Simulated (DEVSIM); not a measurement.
System: W/SiO2/p-Si capacitor, at 300 K.

```
layer (left to right)  material  thickness (nm)  Na (cm⁻³)
---------------------  --------  --------------  ---------
1                          SiO2            36.0          -
2                            Si            4400     1.7e16
```

Metal gate on the left, work function 4.6 eV. Fixed charge at the semiconductor interface 0 cm⁻² (in units of +e); no interface traps.

The device is made up for the run: typed textbook-type constants, with dimensions and the other settings drawn at random. Values at 300 K; Nc and Nv go as T^1.5, mobilities as T to minus their exponent, the gap by Varshni's rule with the affinity fixed.

```tsv
parameter	SiO2	Si
gap (eV)	9	1.124
affinity (eV)	0.9	4.05
permittivity	3.9	11.7
Nc (cm⁻³)	-	2.86e19
Nv (cm⁻³)	-	3.1e19
Varshni α (eV/K)	-	0.000473
Varshni β (K)	-	636
```

Simulated with DEVSIM: 1D Poisson equation in equilibrium, Boltzmann statistics, complete ionisation; no quantum confinement or tunnelling. Metal contacts follow the ideal Schottky-Mott rule: no Fermi-level pinning, no interface dipoles.

The temperature was swept, all else fixed.

```csv
temperature (K),minimum of the low-frequency capacitance (μF/cm²),flat-band voltage (V)
250,(withheld),-0.43
300,0.0329,-0.38
350,0.0347,-0.33
400,0.0380,-0.27
450,0.0411,-0.22
500,0.0468,-0.16
```

Q: What belongs in the gaps?

A: 
- 250, minimum of the low-frequency capacitance (μF/cm²): 0.0309
